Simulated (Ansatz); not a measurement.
# Pressure series in Sr3Zr2O7

Take Sr$_{3}$Zr$_{2}$O$_{7}$ (space group I4/mmm, No. 139; a cell from a computed database, its experimental status unchecked) as the base.

```cif
data_O14Sr6Zr4
_chemical_formula_sum 'Sr6 Zr4 O14'
_space_group_name_H-M_alt 'I4/mmm'
_space_group_IT_number 139
_space_group_name_Hall '-I 4 2'
_cell_length_a 4.12207
_cell_length_b 4.12207
_cell_length_c 20.81029
_cell_angle_alpha 90.000
_cell_angle_beta 90.000
_cell_angle_gamma 90.000
loop_
_atom_site_label
_atom_site_type_symbol
_atom_site_symmetry_multiplicity
_atom_site_Wyckoff_symbol
_atom_site_fract_x
_atom_site_fract_y
_atom_site_fract_z
_atom_site_occupancy
Sr1 Sr 2 b 0.00000 0.00000 0.50000 1
Sr2 Sr 4 e 0.00000 0.00000 0.31391 1
Zr1 Zr 4 e 0.00000 0.00000 0.10036 1
O1 O 8 g 0.00000 0.50000 0.09836 1
O2 O 4 e 0.00000 0.00000 0.19985 1
O3 O 2 a 0.00000 0.00000 0.00000 1
```
(The calculation used a cell of 12 atoms; values per cell refer to that cell.)

Cell and atoms are relaxed at each pressure.

Computed with Kohn–Sham DFT with the PBEsol functional, run in Ansatz (a program for electronic structure) with PAW and 420 eV plane waves, no spin-orbit coupling.

Notes on the quantities. enthalpy: H = E + PV relative to the base's energy.

| change | band gap | shortest interatomic distance | enthalpy | smallest direct gap |
|---|---|---|---|---|
| base | 3.18 eV | 2.061 Å | – | 3.34 eV |
| pressure −2 GPa | 3.16 eV | 2.071 Å | -0.19 eV/atom | 3.34 eV |
| pressure −1 GPa | 3.17 eV | 2.066 Å | -0.09 eV/atom | 3.34 eV |
| pressure 0.3 GPa | 3.18 eV | 2.060 Å | +0.03 eV/atom | 3.34 eV |
| pressure 0.7 GPa | 3.19 eV | 2.058 Å | +0.06 eV/atom | 3.34 eV |
| pressure 1.5 GPa | 3.19 eV | 2.055 Å | +0.14 eV/atom | 3.34 eV |
| pressure 3 GPa | 3.21 eV | 2.048 Å | +0.27 eV/atom | 3.33 eV |
| pressure 5 GPa | 3.22 eV | 2.039 Å | +0.45 eV/atom | 3.33 eV |
| pressure 7.5 GPa | 3.24 eV | 2.030 Å | +0.67 eV/atom | 3.32 eV |
| pressure 10 GPa | 3.25 eV | 2.020 Å | +0.89 eV/atom | 3.31 eV |

Load acts through the strain it causes; cell and atoms are relaxed under it. Stability against distortions was not tested. Competing high-pressure phases were not computed.
